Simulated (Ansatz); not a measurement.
AlN (model structure, started from the CsCl type, Pm-3m, No. 221, 2 atoms in the cell)

Level of theory: PBE (plane waves, PAW; Ansatz, a quantum-chemistry and plane-wave program).

Settings: plane-wave cutoff 500 eV, 16×16×16 k mesh, Fermi–Dirac smearing 0.05 eV, scalar-relativistic PAW data made under PBE.

Cell (relaxed at this level):

```
CELL_PARAMETERS angstrom
      2.61381     0.00000     0.00000
      0.00000     2.61381     0.00000
      0.00000     0.00000     2.61381
ATOMIC_POSITIONS crystal
  Al 0.00000 0.00000 0.00000
  N  0.50000 0.50000 0.50000
```

```
Item              Value
--------  -------------
band gap  zero (no gap)
```

Note: the relaxation could raise the start's symmetry but not lower it, so the cell can be a saddle point.

Computed values are for the static lattice.

It cost very roughly 11 core-seconds of CPU time.

A model structure was made by putting elements into a prototype or built by hand; it is no filed structure, need not be a known phase, and can be a saddle point held by its symmetry.
